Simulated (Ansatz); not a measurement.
**Relaxation of cell and atoms of LiYb₂Cl₅ (C2/c, 16 atoms in the cell) at several settings**

```
LiYb2Cl5
1.0
    7.57430    -3.24028     0.00000
    7.57430     3.24028     0.00000
   -0.67072     0.00000     7.03614
Li Yb Cl
2 4 10
Cartesian
  3.78715  -1.62014   0.00000
  3.45179   1.62014   3.51807
  5.72461  -1.76388   3.03096
  8.75326   1.76388   4.00518
  9.08862  -1.76388   0.48711
  5.38925   1.76388   6.54903
  5.81514   0.76192   4.05654
  8.66273  -0.76192   2.97959
  8.32737   0.76192   6.49766
  6.15050  -0.76192   0.53848
  7.07125  -2.82338   5.27710
  7.40662   2.82338   1.75903
 11.37734   0.47418   4.80090
  3.10053  -0.47418   2.23524
  2.76517   0.47418   5.75331
 11.71270  -0.47418   1.28283
```

Base: PBEsol, default PAW files made with PBE (Ansatz, an electronic-structure program). Its settings: kpoints.mp_grid.grid = 5 5 4; hamiltonian.xc = pbesol; hamiltonian.pseudopotentials = {kind: paw} (the program's default PAW files); scf.occupations.method = fermi_dirac; scf.occupations.width = 0.0037 Ry. Starting volume 21.59 Å³ per atom.

Each line gives the change from the base single point and the result:

- relax: default → cell and atoms; relax.cell.p_target: default → 10 GPa: pressure 9.97 GPa; largest force (vector length) 0.010 eV/Å; final cell a = b = 7.6766 Å, c = 6.8394 Å, α = β = 95.92°, γ = 44.91°; final volume per atom 17.67 Å³; relaxation steps 7; free energy against the base single point 84.7 meV/atom.
- hamiltonian.dispersion: default → d3bj; relax: default → cell and atoms [DFT, PBEsol-D3BJ, plane waves, default PAW files made with PBE]: pressure -0.02 GPa; largest force (vector length) 0.001 eV/Å; final cell a = b = 7.9873 Å, c = 6.9751 Å, α = β = 95.42°, γ = 46.21°; final volume per atom 19.97 Å³; relaxation steps 8.

The starting cell comes from a database of computed structures (which also holds hypothetical and non-ambient phases and stackings), without a prior relaxation at this level. Its lattice was rescaled by a random factor within 2.5 % of one. The f electrons are in the valence without U or exact exchange, which can misplace them near the Fermi level. Spin-orbit terms, which matter for f shells, are left out. Ansatz's pressure includes its estimate of the finite-basis (Pulay) stress.

Keys are those of Ansatz 0.2.
